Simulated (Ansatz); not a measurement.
In a (12,0) BAs nanotube, the lowest empty band has its minimum at Γ and lies 0.016 eV higher 0.0336 Å⁻¹ away along the axis.

These are PBE (plane waves to 420 eV, PAW; Ansatz, a program for electronic structure) values and carry that method's errors. Mesh 1×1×6. No spin polarisation. It repeats along c; a and b span vacuum. A hypothetical model, rolled from the flat sheet. Only distortions within the start's symmetry and period were free. Values not marked SOC lack spin–orbit coupling.

Task: Estimate the electron mass along the axis.

Result: For a parabola ΔE = ħ²Δk²/2m, and ħ²/2mₑ = 3.810 eV Å². So m/mₑ = 3.810 × 0.0336²/0.016 = 0.27. The curvature over a step a third as long gives 0.26; the band is close to a parabola here.
